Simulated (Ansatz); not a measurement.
Interstitial O in alpha quartz, relaxed from 2 sites or starts (void with 4O nearest, no. 2; split with O); at each charge the lowest end counts.

All values below come from PBE, PAW (plane waves to 420 eV; Ansatz, an electronic-structure program). Set-up: 243-site cell; Γ-point k-points; host gap 5.68 eV; charged states image-corrected; corrections reach 1.1 eV, so highly charged states may be off by several tenths; flagged in the runs: for some of the defects a host whose relaxation on this sampling wasn't shown to rest, a strain field that reaches the edge of the cell, zone-centre sampling.

```tsv
charge	neighbours at the lowest end (Å)	corrected energy + q E_VBM, against the first (eV)
0	O 1.48, Si 1.66, Si 2.38, O 2.47, O 2.67, O 2.75	0.00
−1	Si 1.72, Si 1.85, O 2.02, O 2.46, O 2.56, O 2.58	2.90
−2	Si 1.69, Si 1.76, O 2.28, O 2.44, O 2.50, O 2.56	6.06
```

Charges from 0 to −2 were run. The lines E(q) + q E_F give the stable charge, which changes above the valence-band maximum at (0/−1) at 2.90 eV; (−1/−2) at 3.16 eV.
